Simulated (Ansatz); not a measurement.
Input:

```xyz
2
Lattice="2.5595 0.0000 0.0000 0.0000 3.6196 0.0000 1.2797 1.8098 1.2819" Properties=species:S:1:pos:R:3 pbc="T T T"
N      2.5595     2.7148     1.2819
B      0.0000     0.0000     0.0000
```

A single point on BN with a change (biaxial strain −0.14 %, plane normal [110], relaxed out of plane), its geometry relaxed with PBE.

All numbers come from PBE, PAW, 420 eV (Ansatz, a program for electronic structure; noncollinear with spin-orbit coupling). k-mesh 16×16×16 (Γ-centred); smearing 0.05 eV (Fermi–Dirac).

Task: Predict the gap character, pressure and smallest direct gap.

Result: The gap character comes out as indirect, Γ → X. The pressure is 0.92 GPa and the smallest direct gap is 8.77 eV.

Single points use the geometry relaxed with PBE. Stability against distortions was not tested. The cell was made from BN in the zinc blende structure (space group F-43m, No. 216) by this change: biaxial strain −0.14 %, plane normal [110], relaxed out of plane.
